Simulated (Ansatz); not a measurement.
## Computed paths: Ti-vacancy pair in bcc Nb, neutral cell

Defect migration in bcc Nb: Ti-vacancy pair (Ti on one host Nb site, one Nb site vacant), neutral cell. Level of theory: PBE, PAW (plane waves to 420 eV; Ansatz, a program for electronic structure).

Cell of 36 host sites held at the relaxed PBE lattice; a 2×2×3 k-point mesh shifted by half a step; Fermi-Dirac width 0.10 eV, spin-restricted; finite-size errors left in. Static, classical nuclei. Forms of the defect that were not tried may lie lower.

Barriers: single points on a 3×3×4 k-point mesh shifted by half a step at the bands' geometries (they differ from the bands' own by up to 0.12 eV, and are uncertain by about as much).

| Route | Start site over the lowest site run (eV) | Hop (Å) | Forward barrier (eV) | Backward barrier (eV) | Neighbours at the start | Neighbours at the saddle | Saddle order | Forward, on the band's own sampling (eV) |
|---|---|---|---|---|---|---|---|---|
| the Ti atom itself jumps into the vacancy (Ti-vacancy distance between ideal sites 2.87 Å throughout) | 0.00 | 2.52 | 0.48 | 0.48 | Nb at 2.85, 2 Nb at 2.88, 2 Nb at 2.92, Nb at 2.94, Nb at 2.97, 2 Nb at 3.12, Nb at 3.21, 2 Nb at 3.40, Nb at 3.42 Å | 6 Nb at 2.83, 2 Nb at 3.48, 4 Nb at 3.55 Å | not checked, on a symmetry element | 0.40 |
| one Nb atom jumps into the vacancy from a nearby Nb site (Ti-vacancy distance between ideal sites 2.87 → 3.31 Å) | 0.00 | 2.69 | 0.62 | 0.45 | Nb at 2.77, Nb at 2.81, 3 Nb at 2.89, Nb at 2.89, Nb at 2.93, 2 Nb at 3.25, 2 Nb at 3.34; Ti at 3.21, Ti at 3.42 Å | 3 Nb at 2.81, 2 Nb at 2.84, Nb at 3.49, Nb at 3.50, 2 Nb at 3.53, 2 Nb at 3.58; Ti at 2.76 Å | not checked, on a symmetry element | 0.50 |

Paths come from nudged elastic bands with a climbing image. Of the routes that converged and passed our checks, the lowest saddle point lies 0.48 eV above the lowest of the sites run (the Ti atom itself jumps into the vacancy (Ti-vacancy distance between ideal sites 2.87 Å throughout)); other sites, such as split forms, and other routes may lie lower. A band can be held on a symmetry element, so unchecked saddle points there may be too high.
